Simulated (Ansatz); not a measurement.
Consider BaF₂ in the fluorite structure (space group Fm-3m, No. 225; a = 6.137 Å). Axes: x, y, z lie along the cube axes.

All numbers come from Ansatz (a program for electronic structure), PBEsol, PAW, cutoff 420 eV, without spin-orbit coupling.

Strains are applied to the cell and any free atomic positions relax; under biaxial strain the out-of-plane vector relaxes too; under stress the whole cell relaxes.

One change was made to it. Results:

```tsv
quantity	base	after
band gap	6.83 eV	6.78 eV
volume per atom	19.27 Å³	18.94 Å³
electron mass	0.48 mₑ (at Γ)	0.46 mₑ along x, 0.49 mₑ across (at Γ)
```

Q: Name the change that was made.
(A) strain tensor (xx, yy, zz, yz, xz, xy) = (−0.99, +0.87, −0.57, −0.22, +0.04, +0.37) %
(B) biaxial strain −1.43 %, plane normal [001], relaxed out of plane
(C) biaxial strain −2.59 %, plane normal [001], relaxed out of plane
(D) uniaxial stress, 3 GPa compression along x

A: D, uniaxial stress, 3 GPa compression along x. For comparison, the band gap in the other runs: biaxial strain −2.59 %, plane normal [001], relaxed out of plane gives 6.88 eV; biaxial strain −1.43 %, plane normal [001], relaxed out of plane gives 6.87 eV; strain tensor (xx, yy, zz, yz, xz, xy) = (−0.99, +0.87, −0.57, −0.22, +0.04, +0.37) % gives 6.84 eV.

Masses are band curvatures over ±0.01 Å⁻¹ around the edge. Beyond what the load breaks, stability against distortions was not tested.
